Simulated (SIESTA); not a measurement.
## Input and output of a self-consistent single point for TiB₂Mo (Amm2, 4 atoms in the cell) (SIESTA)

Level of theory: LDA PW92, numerical atomic orbitals DZP, PseudoDojo LDA standard norm-conserving potentials (rewritten from UPF to PSML) (SIESTA).

Input:

```
# files in the folder: Ti.psml B.psml Mo.psml (PseudoDojo LDA standard)
SystemName  TiB2Mo
SystemLabel TiB2Mo

NumberOfAtoms                4
NumberOfSpecies              3
%block ChemicalSpeciesLabel
  1 22 Ti
  2 5 B
  3 42 Mo
%endblock ChemicalSpeciesLabel
LatticeConstant              3.115440 Ang
%block LatticeVectors
     1.000000000    0.000000000    0.000000000
     0.000000000    0.515384986    1.369521480
     0.000000000   -0.515384986    1.369521480
%endblock LatticeVectors
AtomicCoordinatesFormat      Bohr
%block AtomicCoordinatesAndAtomicSpecies
     0.000000000   -0.000000000    2.375307552  1
     2.943664179    0.000000000    9.010204307  2
     0.000000000    0.000000000    7.094316390  2
     2.943664179   -0.000000000   13.771623593  3
%endblock AtomicCoordinatesAndAtomicSpecies

XC.functional                LDA
XC.authors                   PW92
PAO.BasisSize                DZP
PAO.EnergyShift              0.01 Ry
MeshCutoff                   350 Ry
%block kgrid.MonkhorstPack
   10   0   0  0.0
    0  10   0  0.0
    0   0  10  0.0
%endblock kgrid.MonkhorstPack
OccupationFunction           FD
ElectronicTemperature        100.0 meV

MaxSCFIterations             150
SCF.Mixer.Method             Pulay
SCF.Mixer.Weight             0.1
SCF.Mixer.History            6
SCF.DM.Tolerance             1.0E-04
Diag.ParallelOverK           true
WriteForces                  true
Charge.Mulliken              end
```

Output, abridged:

```
reinit: Reading from file input.fdf

reinit: System Name: TiB2Mo
reinit: System Label: TiB2Mo

coor:   Atomic-coordinates input format  =     Cartesian coordinates
coor:                                            (in Bohr units)

siesta: Atomic coordinates (Bohr) and species
siesta:      0.00000  -0.00000   2.37531  1        1
siesta:      2.94366   0.00000   9.01020  2        2
siesta:      0.00000   0.00000   7.09432  2        3
siesta:      2.94366  -0.00000  13.77162  3        4

siesta: System type = bulk

initatomlists: Number of atoms, orbitals, and projectors:      4    64    52

siesta: ******************** Simulation parameters ****************************
redata: Spin configuration                          = none
redata: Time-Reversal Symmetry                      = T
redata: Number of Atomic Species                    =        3
redata: Mesh Cutoff                                 =   350.0000 Ry
redata: Net charge of the system                    =     0.0000 |e|
redata: Min. number of SCF Iter                     =        0
redata: Max. number of SCF Iter                     =      150
redata: SCF convergence failure will abort job
redata: SCF mix quantity                            = Hamiltonian
redata: Mix DM or H after convergence               =   F
redata: Recompute H after scf cycle                 =   F
redata: Mix DM in first SCF step                    =   T
redata: No kicks to SCF
redata: DM Mixing Weight for Kicks                  =     0.5000
redata: Require Harris convergence for SCF          =   F
redata: Harris energy tolerance for SCF             =     0.000100 eV
redata: Require DM convergence for SCF              =   T
redata: DM tolerance for SCF                        =     0.000100
redata: Require EDM convergence for SCF             =   F
redata: EDM tolerance for SCF                       =     0.001000 eV
redata: Require H convergence for SCF               =   T
   [... lines left out ...]
diag: Parallel distribution                         =     1 x     1
diag: Used triangular part                          = Lower
diag: Absolute tolerance                            =  0.100E-15
diag: Orthogonalization factor                      =  0.100E-05
diag: Memory factor                                 =  1.0000

superc: Internal auxiliary supercell:     5 x     7 x     7  =     245
superc: Number of atoms, orbitals, and projectors:    980  15680  12740

                        Single-point calculation

superc: Internal auxiliary supercell:     5 x     7 x     7  =     245
superc: Number of atoms, orbitals, and projectors:    980  15680  12740

outcell: Unit cell vectors (Ang):
        3.115440    0.000000    0.000000
        0.000000    1.605651    4.266662
        0.000000   -1.605651    4.266662

outcell: Cell vector modules (Ang)   :    3.115440    4.558785    4.558785
outcell: Cell angles (23,13,12) (deg):     41.2451     90.0000     90.0000
outcell: Cell volume (Ang**3)        :     42.6863
new_DM -- step:     1
Initializing Density Matrix...

Attempting to read DM from file... Failed...
DM filled with atomic data:

InitMesh: MESH = 50 x 50 x 50 = 125000
InitMesh: Mesh cutoff (required, used) =   350.000   379.547 Ry

stepf: Fermi-Dirac step function
        iscf     Eharris(eV)        E_KS(eV)     FreeEng(eV)     dDmax    Ef(eV) dHmax(eV)
   scf:    1    -3615.231829    -3674.347563    -3674.381154  1.605992 -4.121311 20.568051
   scf:    2    -3693.980661    -3685.408957    -3685.441132  0.194614 -4.479896 12.100125
   scf:    3    -3693.572848    -3691.557242    -3691.581873  0.145176 -5.218245  5.224918
   scf:    4    -3689.370147    -3691.427110    -3691.459944  0.221521 -5.468131  4.803640
   scf:    5    -3683.429124    -3687.985264    -3688.021233  0.116573 -5.399286  9.513772
   scf:    6    -3693.685698    -3692.302189    -3692.333502  0.180650 -5.792652  1.805624
   scf:    7    -3692.282205    -3692.329769    -3692.360180  0.035304 -5.614035  1.619865
   scf:    8    -3692.401795    -3692.423319    -3692.452372  0.032495 -5.765275  0.333671
   scf:    9    -3692.428406    -3692.427882    -3692.457204  0.003967 -5.739626  0.020688
   scf:   10    -3692.427714    -3692.427850    -3692.457141  0.001137 -5.745429  0.048450
   scf:   11    -3692.427918    -3692.427921    -3692.457234  0.000906 -5.740997  0.002478
   scf:   12    -3692.427925    -3692.427923    -3692.457234  0.000038 -5.741160  0.000725
SCF Convergence by DM+H criterion
max |DM_out - DM_in|         :     0.0000380015
max |H_out - H_in|      (eV) :     0.0007251145
SCF cycle converged after 12 iterations

Using DM_out to compute the final energy and forces

siesta: E_KS(eV) =            -3692.4279

siesta: E_KS - E_eggbox =     -3692.4279

siesta: Atomic forces (eV/Ang):
     1    0.000000    0.000000   -0.077081
     2   -0.000000    0.000000   -0.034747
     3   -0.000000    0.000000    0.021814
     4    0.000000   -0.000000    0.092875
   Tot    0.000000    0.000000    0.002861
   Max    0.092875
   Res    0.036800    sqrt( Sum f_i^2 / 3N )
   Max    0.092875    constrained

Stress tensor Voigt[x,y,z,yz,xz,xy] (kbar):      198.28      209.42      199.80       -0.00       -0.00        0.00
(Free)E + p*V (eV/cell)    -3697.8525
Target enthalpy (eV/cell)    -3692.4572

siesta: Program's energy decomposition (eV):
siesta: Ebs     =      -889.371110
siesta: Eions   =      6114.602493
siesta: Ena     =      1352.278034
siesta: Ekin    =      1348.011113
siesta: Enl     =       245.193111
siesta: Eso     =         0.000000
siesta: Edftu   =         0.000000
siesta: DEna    =        55.449793
siesta: DUscf   =         2.642089
siesta: DUext   =         0.000000
siesta: Ex      =      -521.401390
siesta: Ec      =       -59.998180
siesta: Exc     =      -581.399570
siesta: Eharris =     -3692.427925
siesta: Etot    =     -3692.427923
siesta: FreeEng =     -3692.457234

siesta: Atomic forces (eV/Ang):
siesta:      1    0.000000    0.000000   -0.077081
siesta:      2   -0.000000    0.000000   -0.034747
siesta:      3   -0.000000    0.000000    0.021814
siesta:      4    0.000000   -0.000000    0.092875
siesta: ----------------------------------------
siesta:    Tot    0.000000    0.000000    0.002861

siesta: Stress tensor (static) (eV/Ang**3):
siesta:     0.123759    0.000000    0.000000
siesta:     0.000000    0.130712   -0.000000
siesta:    -0.000000   -0.000000    0.124706

siesta: Cell volume =         42.686326 Ang**3

siesta: Pressure (static):
siesta:                Solid            Molecule  Units
   [... lines left out ...]
siesta:        -202.50257519       -208.55756417  kBar
   [... lines left out ...]
               4px     3dxy    3dyz    3dz2    3dxz    3dx2-y2 3dxy    3dyz
               3dz2    3dxz    3dx2-y2
   1 11.527   1.859  -0.043   0.255   1.919   1.926   1.930   0.407   0.331
              0.353   0.603   0.600   0.499   0.560   0.482  -0.028  -0.033

             -0.054  -0.008  -0.030

Species: B
Atom  Qatom  Qorb
               2s      2s      2py     2pz     2px     2py     2pz     2px
               3Pdxy   3Pdyz   3Pdz2   3Pdxz   3Pdx2-y2
   2  3.193   0.436   0.409   0.434   0.237   0.258   0.335   0.417   0.409
              0.048   0.047   0.051   0.059   0.054
   3  3.227   0.470   0.393   0.419   0.226   0.244   0.340   0.435   0.420
              0.055   0.050   0.052   0.067   0.057

Species: Mo
Atom  Qatom  Qorb
               4s      5s      5s      4py     4pz     4px     5py     5pz
               5px     4dxy    4dyz    4dz2    4dxz    4dx2-y2 4dxy    4dyz
               4dz2    4dxz    4dx2-y2
   4 14.052   1.838   0.088   0.343   1.886   1.908   1.897   0.443   0.415
              0.428   0.866   0.954   0.815   1.065   0.803   0.131   0.074

              0.037   0.021   0.042

mulliken: Qtot =       32.000

Mulliken Atomic Populations:
Atom #   charge [q] valence [e]  Species
     1     0.472769   11.527231  Ti
     2    -0.193361    3.193361  B
     3    -0.226915    3.226915  B
     4    -0.052493   14.052493  Mo
 Total    -0.000000
```

The run converged in 12 iterations.

The starting cell comes from a database of computed structures (which also holds hypothetical and non-ambient phases and stackings), without a prior relaxation at this level. Its lattice was rescaled by a random factor within 2.5 % of one. Spin polarisation is off. Values carry the incompleteness of an atom-centred basis. With a pressure of about -20 GPa the cell is away from its equilibrium volume at this level.

Cost on one core of a shared machine: roughly 2 min.
